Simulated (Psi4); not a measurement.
Psi4 1.11, unrestricted PBE/def2-svpd: Ni(OH)(NMe2) (C[N](C)[Ni][OH]), charge 0, multiplicity 3, 12 atoms. The geometry is a generated start, not checked to be a minimum at this level.

```
Item                                  Value
--------------------------  ---------------
task                                 energy
method                                  pbe
basis                             def2-svpd
memory                                 3 GB
maxiter                                 100
keys of the molecule block      symmetry c1
scf_type                       df (default)
e_convergence               1e-06 (default)
d_convergence               1e-06 (default)
dft_radial_points              75 (default)
dft_spherical_points          302 (default)
basis functions                         173
grid points                          258228
```

```xyz
12

Ni     1.1052     0.8593    -0.8380
O      2.2898     1.7446    -1.7680
H      2.5400     2.5756    -2.1603
N     -0.0468    -0.2281     0.0238
C     -0.9421     0.5355     0.8725
C     -0.2975    -1.6412     0.1175
H     -1.9922     0.3413     0.6144
H     -0.8025     0.2618     1.9263
H     -0.7415     1.6086     0.7604
H     -0.0845    -2.0054     1.1344
H     -1.3547    -1.8641    -0.0947
H      0.3268    -2.1879    -0.5882
```

Charge 0 and multiplicity 3 are set for this test and not shown to be the ground state.

With the defaults (scf_initial_accelerator = adiis, damping_percentage = 0, diis = true, soscf = false, soscf_start_convergence = 0.01, diis_max_vecs = 10, guess = auto, which took SAD, level_shift = 0, level_shift_cutoff = 0.01) it converges in 92 SCF iterations. One run each on 2 threads, with these changes:
- soscf = true
- level_shift = 0.5, level_shift_cutoff = 0.001
- diis_max_vecs = 20
- damping_percentage = 60
- guess = core
- scf_initial_accelerator = none
- scf_initial_accelerator = none, damping_percentage = 60, diis = false
- guess = gwh
- soscf = true, soscf_start_convergence = 0.1

Task: Which runs fail or end elsewhere than the default run?

Result: No convergence: scf_initial_accelerator = none; damping_percentage = 60; scf_initial_accelerator = none, damping_percentage = 60, diis = false; soscf = true, soscf_start_convergence = 0.1 (the run ends without SCF convergence in 100 iterations). The rest reach the solution of the defaults.

```json
[
 {"setting": "guess = gwh", "SCF iterations": "21", "JK calls": "21", "end": "same solution"},
 {"setting": "guess = core", "SCF iterations": "29", "JK calls": "29", "end": "same solution"},
 {"setting": "diis_max_vecs = 20", "SCF iterations": "34", "JK calls": "35", "end": "same solution"},
 {"setting": "level_shift = 0.5, level_shift_cutoff = 0.001", "SCF iterations": "43", "JK calls": "44", "end": "same solution"},
 {"setting": "soscf = true", "SCF iterations": "75", "JK calls": "151", "end": "same solution"},
 {"setting": "the defaults", "SCF iterations": "92", "JK calls": "93", "end": "same solution"},
 {"setting": "scf_initial_accelerator = none", "SCF iterations": "100", "JK calls": "101", "end": "no convergence"},
 {"setting": "damping_percentage = 60", "SCF iterations": "100", "JK calls": "101", "end": "no convergence"},
 {"setting": "scf_initial_accelerator = none, damping_percentage = 60, diis = false", "SCF iterations": "100", "JK calls": "101", "end": "no convergence"},
 {"setting": "soscf = true, soscf_start_convergence = 0.1", "SCF iterations": "100", "JK calls": "131", "end": "no convergence"}
]
```

An SOSCF iteration holds several JK calls; a Hückel guess adds calls on atoms.
